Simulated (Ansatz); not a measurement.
Consider the following.

```yaml
crystal:
  lattice:
    - [3.45496, 0.00000, 0.00000]
    - [-1.72748, 2.99208, 0.00000]
    - [0.00000, 0.00000, 11.24930]
  atoms:
    - { symbol: In, position: [0.33333, 0.66667, 0.00897] }
    - { symbol: In, position: [0.33333, 0.66667, 0.48977] }
    - { symbol: In, position: [0.66667, 0.33333, 0.74927] }
    - { symbol: Ga, position: [0.66667, 0.33333, 0.25230] }
    - { symbol: N, position: [0.33333, 0.66667, 0.68163] }
    - { symbol: N, position: [0.33333, 0.66667, 0.20296] }
    - { symbol: N, position: [0.66667, 0.33333, 0.94111] }
    - { symbol: N, position: [0.66667, 0.33333, 0.42360] }
```

No spin polarisation.

Computed with r2SCAN in Ansatz (plane waves to 500 eV, PAW, spin-orbit coupling left out). k-mesh 11×11×3 (Γ-centred); smearing 0.05 eV (Fermi–Dirac).

Problem. Estimate the valence-band top at Γ (three highest levels, from the VBM).

Solution. 0.00, 0.00, -0.20 eV.

Problem. Estimate the band gap.

Solution. 0.28 eV.

These are small ordered cells, not random alloys; other orderings at the same x differ. Whether these cells are dynamically stable was not tested. The cell was made from GaN by this change: x(In) = 0.75, 8 atoms, P3m1. A zero or small gap of In3GaN4 can be the functional's error rather than a property of the material.

Ansatz is a first-principles code.
